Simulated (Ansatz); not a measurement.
The parent structure is Mg₂Sn (space group Fm-3m, No. 225; relaxed with 0.1 eV smearing).

```yaml
crystal:
  lattice:
    - [0.00000, 3.37356, 3.37356]
    - [3.37356, 0.00000, 3.37356]
    - [3.37356, 3.37356, 0.00000]
  atoms:
    - { symbol: Mg, position: [0.25000, 0.25000, 0.25000] }
    - { symbol: Mg, position: [0.75000, 0.75000, 0.75000] }
    - { symbol: Sn, position: [0.00000, 0.00000, 0.00000] }
```

Cartesian axes are those of the cell as printed.

Computed with PBEsol (Ansatz, a program for electronic structure), without spin-orbit coupling.

Now apply this change: compressive biaxial strain of 3.00 % in the plane normal to [001], as in epitaxy on a mismatched substrate; the out-of-plane cell vector and the atoms relax.

Task: What does the calculation give for the out-of-plane strain and energy relative to the base after the change?

Result: The out-of-plane strain amounts to +2.19 %; the energy grows by 13 meV/atom.

No phonon test of stability was made.
